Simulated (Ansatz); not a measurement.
```
CELL_PARAMETERS angstrom
      0.00000     1.81439     1.81439
      1.81439     0.00000     1.81439
      1.81439     1.81439     0.00000
ATOMIC_POSITIONS crystal
  Cu 0.00000 0.00000 0.00000
```

Problem. By how much do the lattice constants and the volume change from 300 K to 550 K (quasi-harmonic approximation, PBE density-functional theory in Ansatz (plane waves, PAW)), and how far does the bulk modulus soften?

Solution. a by 0.49 %, the volume by 1.47 %; B_T goes from 128 to 118 GPa. Whether this phase is the stable one at each condition was not tested.

Ansatz is a program for electronic structure.
